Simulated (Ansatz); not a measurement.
# Al, response to strain

Take Al in the fcc (Cu type) structure (space group Fm-3m, No. 225; relaxed with 0.1 eV smearing) as the base.

```
CELL_PARAMETERS angstrom
      0.00000     1.99683     1.99683
      1.99683     0.00000     1.99683
      1.99683     1.99683     0.00000
ATOMIC_POSITIONS crystal
  Al 0.00000 0.00000 0.00000
```

Cartesian axes are those of the cell as printed.

Strains are applied to the cell and any free atomic positions relax.

The values are results of Ansatz (a first-principles code), r2SCAN, PAW, cutoff 500 eV, no spin-orbit coupling, not measurements.

Notes on the quantities. energy relative to the base: free energy F; pressure: mean of the normal stresses, compression positive.

```tsv
case	volume per atom	energy relative to the base	pressure
base	15.92 Å³	0 meV/atom	0.0 GPa
uniaxial strain ε_zz = −3.00 %	15.45 Å³	+6.6 meV/atom	3.1 GPa
uniaxial strain ε_zz = −2.50 %	15.53 Å³	+4.5 meV/atom	2.5 GPa
uniaxial strain ε_zz = −2.00 %	15.61 Å³	+2.8 meV/atom	2.0 GPa
uniaxial strain ε_zz = −1.50 %	15.69 Å³	+1.5 meV/atom	1.5 GPa
uniaxial strain ε_zz = −1.00 %	15.76 Å³	+0.7 meV/atom	1.0 GPa
uniaxial strain ε_zz = −0.50 %	15.84 Å³	+0.2 meV/atom	0.5 GPa
```

No phonon test of stability was made.
